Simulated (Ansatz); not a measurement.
## Computed paths: Sc-vacancy pair in fcc Cu, neutral cell

Defect: Sc-vacancy pair (Sc on one host Cu site, one Cu site vacant) in fcc Cu, neutral cell. Level of theory: PBE, PAW (plane waves to 420 eV; Ansatz, a program for electronic structure).

Cell of 32 host sites held at the relaxed PBE lattice; a 2×2×2 k-point mesh shifted by half a step; Fermi-Dirac width 0.10 eV, spin-restricted; finite-size errors left in. No zero-point or tunnelling terms. Forms of the defect that were not tried may lie lower.

Barriers: single points on a 4×4×4 k-point mesh shifted by half a step at the bands' geometries (they differ from the bands' own by up to 0.14 eV, and are uncertain by about as much).

```tsv
Route	Start site over the lowest site run (eV)	Hop (Å)	Forward barrier (eV)	Backward barrier (eV)	Neighbours at the start	Neighbours at the saddle	Saddle order	Forward, on the band's own sampling (eV)
Sc and the vacancy change places (Sc-vacancy distance between ideal sites 2.57 Å throughout)	0.00	1.93	0.18	0.18	4 Cu at 2.58, 2 Cu at 2.65, 4 Cu at 2.74, Cu at 2.85, 2 Cu at 3.33 Å	4 Cu at 2.52, 4 Cu at 2.86 Å	not checked, on a symmetry element	0.31
```

Paths come from climbing-image nudged elastic band runs.  A band can be held on a symmetry element, so unchecked saddle points there may be too high.

The whole set of runs took about 0.9 core-hours (a rough figure).
